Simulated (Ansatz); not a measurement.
C (model structure, started from the Si type, Cmcm, No. 63, 12 atoms in the cell) was calculated with r²SCAN+rVV10 in Ansatz (PAW).

Settings: plane-wave cutoff 560 eV, 14×14×4 k mesh (along the axes of the cell as run), Fermi–Dirac smearing 0.01 eV, scalar-relativistic PAW data made under PBE.

Cell (relaxed at this level):

```cif
data_C24
_chemical_formula_sum 'C24'
_space_group_name_H-M_alt 'Cmcm'
_space_group_IT_number 63
_space_group_name_Hall '-C 2c 2'
_cell_length_a 2.50481
_cell_length_b 7.03039
_cell_length_c 8.33075
_cell_angle_alpha 90.000
_cell_angle_beta 90.000
_cell_angle_gamma 90.000
loop_
_space_group_symop_operation_xyz
  'x, y, z'
  '-x, -y, -z'
  '-x, -y, z+1/2'
  'x, y, -z+1/2'
  'x, -y, -z'
  '-x, y, z'
  '-x, y, -z+1/2'
  'x, -y, z+1/2'
  'x+1/2, y+1/2, z'
  '-x+1/2, -y+1/2, -z'
  '-x+1/2, -y+1/2, z+1/2'
  'x+1/2, y+1/2, -z+1/2'
  'x+1/2, -y+1/2, -z'
  '-x+1/2, y+1/2, z'
  '-x+1/2, y+1/2, -z+1/2'
  'x+1/2, -y+1/2, z+1/2'
loop_
_atom_site_label
_atom_site_type_symbol
_atom_site_symmetry_multiplicity
_atom_site_Wyckoff_symbol
_atom_site_fract_x
_atom_site_fract_y
_atom_site_fract_z
_atom_site_occupancy
C1 C 8 f 0.00000 0.24109 0.55485 1
C2 C 8 f 0.00000 0.56896 0.15758 1
C3 C 8 f 0.00000 0.02958 0.59035 1
```
(The calculation used a cell of 12 atoms; values per cell refer to that cell.)

Task: Predict the band gap and smallest direct gap on the k points sampled.

Result: 
band gap: 3.01 eV (indirect)
smallest direct gap on the k points sampled: 3.72 eV

Note: the relaxation could raise the start's symmetry but not lower it, so the cell can be a saddle point.

Computed values are for the static lattice.

The result took around 70 core-seconds (rough).

A model structure was made by putting elements into a prototype or built by hand; it is no filed structure, need not be a known phase, and can be a saddle point held by its symmetry.

Ansatz is an electronic-structure program.
